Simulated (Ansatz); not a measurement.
## Ca (model structure, started from the diamond type, Fd-3m, No. 227, 2 atoms in the cell)

Level of theory: LDA (Ansatz, a program for electronic structure, plane waves, PAW).

Numerical settings: plane-wave cutoff 520 eV, 14×14×14 k mesh, Fermi–Dirac smearing 0.05 eV, scalar-relativistic PAW data made under PBE.

Cell (relaxed at this level):

Ca is modelled in the cubic space group Fd-3m, origin choice 1 (No. 227), the diamond structure, Pearson symbol cF8. Cell: a = b = c = 8.2684 Å, α = β = γ = 90.00°. Ca on 8b sees 4 Ca at 3.580 Å (tetrahedral). (Neighbours: up to the widest gap in distance over summed covalent radii, below 1.35, at either atom.)
(The calculation used a cell of 2 atoms; values per cell refer to that cell.)

For Ca (model structure, started from the diamond type, Fd-3m, No. 227, 2 atoms in the cell), the band gap comes out as zero (no gap).

Note: the relaxation could raise the start's symmetry but not lower it, so the cell can be a saddle point.

Static lattice: no zero-point or thermal effects.

Computing time: around 70 core-seconds (rough).

A model structure was made by putting elements into a prototype or built by hand; it is no filed structure, need not be a known phase, and can be a saddle point held by its symmetry.
